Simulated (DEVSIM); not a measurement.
System: abrupt GaAs p-n junction, at 300 K.

Layer 1 from the left is GaAs, thickness (μm) 0.470, Na (cm⁻³) 1.6e16, τn (s) 1.1e-8, τp (s) 1.1e-8. Layer 2 from the left is GaAs, thickness (μm) 4.80, Nd (cm⁻³) 7.4e14, τn (s) 1.1e-8, τp (s) 1.1e-8.

Left contact: ohmic. Right contact: ohmic. Voltage is applied to the left contact. Recombination: SRH at mid-gap, radiative, Auger. Mobility is μmin + (μ − μmin)/(1 + (N/Nref)^α).

This is a model device: material constants are rounded textbook-type values typed into the input, and sizes, dopings and lifetimes were drawn at random. Values at 300 K.

GaAs: gap (eV) 1.424, affinity (eV) 4.07, permittivity 12.9, Nc (cm⁻³) 4.7e17, Nv (cm⁻³) 9e18, μn (cm²/Vs) 8500, μp (cm²/Vs) 400, μn,min 500, μp,min 20, Nref,n 6e16, Nref,p 1.5e17, αn 0.39, αp 0.38, B (cm³/s) 2e-10, Cn (cm⁶/s) 1e-30, Cp (cm⁶/s) 1e-30.

**Question.** Estimate by hand the built-in potential, the peak field at zero bias, the capacitance at -0.6 V, and compare with a numerical solution.

**Answer.** 
- Built-in potential: ni = √(Nc Nv) exp(−Eg/2kT) = 2250000 cm⁻³ with Eg = 1.424 eV; Vbi = kT/q ln(Na Nd/ni²) = 1.093 V; numerical 1.093 V.
- Peak field at zero bias: depletion approximation: W = √(2εVbi/(qN)) = 1.48 μm with N = 7.07e14 cm⁻³; field = 2Vbi/W = 14700 V/cm; numerical 14600 V/cm (estimate above by 0.71 %).
- Capacitance at -0.6 V: C = √(qεN / 2(Vbi + |V|)) = 6.18 nF/cm²; numerical 6.28 nF/cm² (estimate below by 1.6 %).

Model (solved in DEVSIM): 1D drift-diffusion, Boltzmann statistics, complete ionisation; no tunnelling, impact ionisation, image-force lowering or self-heating.
